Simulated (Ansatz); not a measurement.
The parent structure is SiO₂ (space group P4_12_12, No. 92; a = 4.9797 Å, c = 6.9166 Å). Axes: x, y, z lie along a, b, c of the conventional cell.

Level of theory: DFT with r2SCAN, PAW potentials and a 500 eV plane-wave cutoff in Ansatz (a quantum-chemistry and plane-wave program), no spin-orbit coupling, earlier PAW set.

Now apply this change: a pure shear with ε_xz = ε_zx = 0.0197; the atoms relax in the strained cell.

Task: Predict the new energy relative to the base.

Result: The energy increases by 5.2 meV/atom.

Task: Estimate the effect on the stress.

Result: The stress (xx, yy, zz, yz, xz, xy; compression positive) is (-0.07, 0.00, -0.08, 0.00, -2.91, 0.00) GPa.

No phonon test of stability was made.
